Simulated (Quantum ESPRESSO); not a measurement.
Worked example: self-consistent single point of WO2F (Cc, 8 atoms in the cell) in Quantum ESPRESSO.

Method: LDA (PZ), GBRV 1.5 ultrasoft (LDA) pseudopotentials (plane waves; Quantum ESPRESSO).

```yaml
crystal:
  lattice:
    - [4.68708, -2.75265, 0.00000]
    - [4.68708, 2.75265, 0.00000]
    - [-3.34974, 0.00000, 4.51696]
  atoms:
    - { symbol: W, position: [0.25084, 0.80310, 0.84248], spin: 1.0 }
    - { symbol: W, position: [0.80310, 0.25084, 0.34248], spin: 1.0 }
    - { symbol: O, position: [0.06309, 0.50401, 0.59702] }
    - { symbol: O, position: [0.50401, 0.06309, 0.09702] }
    - { symbol: O, position: [0.01009, 0.03815, 0.60150] }
    - { symbol: O, position: [0.03815, 0.01009, 0.10150] }
    - { symbol: F, position: [0.53048, 0.55782, 0.59535] }
    - { symbol: F, position: [0.55782, 0.53048, 0.09535] }
```
(The spins are starting values, not results.)

Reference input (self-consistent single point, DFT, LDA (PZ), plane waves, GBRV 1.5 ultrasoft (LDA) pseudopotentials): ecutwfc = 40 Ry; ecutrho = 320 Ry; occupations = smearing; smearing = methfessel-paxton; degauss = 0.0073499 Ry; nspin = 2; potentials = {W: w_lda_v1.2.uspp.F.UPF, O: o_lda_v1.2.uspp.F.UPF, F: f_lda_v1.4.uspp.F.UPF}; K_POINTS = automatic 5 5 5 0 0 0; conv_thr = 1e-09 Ry; mixing_beta = 0.4. This run's input differs from it in these lines:

```diff
@@ -12,4 +12,4 @@
    ntyp = 3
-   ecutwfc = 40
-   ecutrho = 320
+   ecutwfc = 60
+   ecutrho = 480
    occupations = 'smearing'
```

The program printed (abridged):

```
     Self-consistent Calculation

     iteration #  1     ecut=    60.00 Ry     beta= 0.40

     negative rho (up, down):  6.443E-02 5.866E-02

     total energy              =    -544.42281142 Ry
     estimated scf accuracy    <       2.38801053 Ry

     total magnetization       =     0.41 Bohr mag/cell
     absolute magnetization    =     0.50 Bohr mag/cell

     iteration #  2     ecut=    60.00 Ry     beta= 0.40

     negative rho (up, down):  6.520E-02 6.066E-02

     total energy              =    -545.04938348 Ry
     estimated scf accuracy    <       0.65734158 Ry

     total magnetization       =     0.19 Bohr mag/cell
   [... lines left out ...]

     iteration # 13     ecut=    60.00 Ry     beta= 0.40

     negative rho (up, down):  6.435E-02 6.434E-02

     Magnetic moment per site  (integrated on atomic sphere of radius R)
     atom   1 (R=0.141)  charge=  8.1045  magn=  0.0000
     atom   2 (R=0.141)  charge=  8.1045  magn=  0.0000
     atom   3 (R=0.141)  charge=  5.1828  magn= -0.0000
     atom   4 (R=0.141)  charge=  5.1828  magn= -0.0000
     atom   5 (R=0.141)  charge=  5.1825  magn= -0.0000
     atom   6 (R=0.141)  charge=  5.1825  magn= -0.0000
     atom   7 (R=0.158)  charge=  6.6553  magn=  0.0000
     atom   8 (R=0.158)  charge=  6.6553  magn=  0.0000
     End of self-consistent calculation

     the Fermi energy is     7.3229 ev

!    total energy              =    -545.17382188 Ry
     estimated scf accuracy    <          2.6E-10 Ry
     smearing contrib. (-TS)   =       0.00017255 Ry
     internal energy E=F+TS    =    -545.17399442 Ry

     total magnetization       =    -0.00 Bohr mag/cell
     absolute magnetization    =     0.00 Bohr mag/cell

     convergence has been achieved in  13 iterations

     negative rho (up, down):  6.435E-02 6.434E-02

     Forces acting on atoms (cartesian axes, Ry/au):

     atom    1 type  1   force =     0.02240042    0.02868505    0.02154489
     atom    2 type  1   force =     0.02240042   -0.02868505    0.02154489
     atom    3 type  2   force =    -0.01622758    0.01682805   -0.01057153
   [... lines left out ...]
     Total force =     0.073445     Total SCF correction =     0.000015
   [... lines left out ...]

     negative rho (up, down):  6.435E-02 6.434E-02
          total   stress  (Ry/bohr**3)                   (kbar)     P=      -67.90
  -0.00038277   0.00000000   0.00016825          -56.31        0.00       24.75
   0.00000000  -0.00050138   0.00000000            0.00      -73.76        0.00
   0.00016825   0.00000000  -0.00050055           24.75        0.00      -73.63

   JOB DONE.
```

The run converged in 13 iterations. Against the reference run the free energy drops by 26.4 meV/atom, the pressure goes from -7.88 to -6.79 GPa and the largest force moves little (1.082 to 1.087 eV/Å). The full log also holds: “WARNING: integrated charge=    65.99962459, expected=    66.00000000”. The full log also holds: “WARNING: integrated charge=    65.99981281, expected=    66.00000000”.

The starting cell comes from a database of computed structures (which also holds hypothetical and non-ambient phases and stackings), without a prior relaxation at this level. Its lattice was rescaled by a random factor within 2.5 % of one. The starting moments vanished: the run ended non-magnetic. Forces in this geometry exceed 1 eV/Å.

Cost on one core of a shared machine: roughly 9 min.
